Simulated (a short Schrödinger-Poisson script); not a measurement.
System: gated Al0.33Ga0.67N/GaN polarisation-induced gas, at 77 K.

```csv
layer,material,thickness (nm),Na (cm⁻³)
1,Al0.33Ga0.67N,20,-
2,GaN,6000,3e14
```

Constants are typed, rounded textbook-type inputs, not results; the design itself was drawn at random and stands for no fabricated device. Al0.33Ga0.67N: permittivity 9.3, conduction-band edge (eV) 0.462, gap (eV) 4.09, electron mass (mₑ) 0.24, Nv at 300 K (cm⁻³) 4.6e19. GaN: permittivity 9.5, conduction-band edge (eV) 0, gap (eV) 3.43, Nv at 300 K (cm⁻³) 4.6e19.

Channel valleys (confinement mass, in-plane density-of-states mass, number): Γ 0.2, 0.2, 1. At the gate the conduction-band edge of layer 1 lies 1.27 eV − eVg above the Fermi level of the channel; the field vanishes at the back. Sheet of polarisation charge: +1.6e13 e/cm² at 20 nm from the gate. The barrier under the gate holds no holes. Gaps are held at their typed values at every temperature. Mesh 0.08 nm at interfaces.

From a short Schrödinger-Poisson script (our own, NumPy): 1D Poisson equation in equilibrium, electrons quantum, Hartree plus LDA exchange-correlation (BenDaniel-Duke, 40 states a valley, the channel's in-plane mass for all, wave functions free to enter the barrier), parabolic valleys, classical holes, full ionisation, no traps, pinning or gate leakage.

The same stack at other levels of the model or other numerical settings:

| run | sheet density of all electrons at Vg = 0.5 V (cm⁻²) | sheet density of all electrons at Vg = -3.5 V (cm⁻²) | capacitance at Vg = 0.5 V (μF/cm²) | centroid of the channel electrons at Vg = 0.5 V (nm) | rough cost against the base |
|---|---|---|---|---|---|
| base | 1.41e13 | 4.36e12 | 0.398 | 1.58 | about 1 |
| electrons treated as classical, Boltzmann | ___ | 4.70e12 | ___ | 0.26 | 0.008 |
| electrons treated as classical, Fermi-Dirac | 1.40e13 | 4.38e12 | ___ | 1.53 | 0.05 |
| electrons treated as quantum, Hartree | 1.40e13 | 4.28e12 | 0.397 | 1.75 | 0.5 |
| mesh six times as coarse | 1.41e13 | 4.36e12 | 0.398 | 1.52 | 0.3 |
| one subband a valley | 1.41e13 | 4.36e12 | 0.396 | 1.32 | 0.2 |

Question: Fill in the missing entries.

Answer: 
- electrons treated as classical, Boltzmann, sheet density of all electrons at Vg = 0.5 V (cm⁻²): 1.49e13
- electrons treated as classical, Boltzmann, capacitance at Vg = 0.5 V (μF/cm²): 0.409
- electrons treated as classical, Fermi-Dirac, capacitance at Vg = 0.5 V (μF/cm²): 0.388

The classical rows ignore confinement, and Boltzmann statistics overrate the density once the band edge passes the Fermi level.
